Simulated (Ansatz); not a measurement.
**TiTe2: pressure −1 GPa**

Take TiTe₂ in the CdI2 type structure (space group P-3m1, No. 164; a = 3.784 Å, c = 6.602 Å; layered, stacked along the Cartesian z axis) as the base.

Perturbation: hydrostatic tension (pressure −1 GPa).

Method: r2SCAN+rVV10 (Ansatz, an electronic-structure program, PAW, without spin-orbit coupling). k-mesh 14×14×7 (Γ-centred); smearing 0.05 eV (Fermi–Dirac).

```json
[
 {"quantity": "lattice parameter a", "base": "7.151 bohr", "changed": "7.190 bohr", "shift": "+0.039 bohr"},
 {"quantity": "c/a ratio", "base": "1.745", "changed": "1.800", "shift": "+0.055"},
 {"quantity": "band gap", "base": "zero", "changed": "zero", "shift": "–"}
]
```

Load acts through the strain it causes; cell and atoms are relaxed under it. No phonon test of stability was made. All final runs are without spin polarisation.
